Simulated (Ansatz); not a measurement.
Functionals compared on a constructed model of the (100) surface of fcc Al, a pseudomorphic layer of Cr in the host's stacking (bottom of the slab: a bare face, its two planes held), in Ansatz (plane waves, PAW). The structure was relaxed with PBE; the other rows are single points on it. Cutoff 420 eV.

Model: 7-atom slab, 11.9 Å thick at the start, 13x13x1 mesh, Fermi-Dirac 0.1 eV, dipole correction, 2 atoms held, the rest relaxed; held to the start's symmetry, so lower structures may exist; spin-polarised, ending with about 3.7 μB a cell; orders that need a larger cell were not tried, no spin-orbit, no U. It is one candidate, not shown to be the stable structure of the face. These notes are the PBE run's.

```
functional  work function of the top face (eV)  magnetic moment of the cell (μB)          rough cost of the single point
----------  ----------------------------------  --------------------------------  --------------------------------------
PBE                                       3.95                              3.73                                       –
RPBE                                         ?                              3.84  about 70 core-seconds (a rough figure)
```

Question: Complete the blanks.

Answer: 
- RPBE, work function of the top face (eV): 3.82

Ansatz is an electronic-structure program.
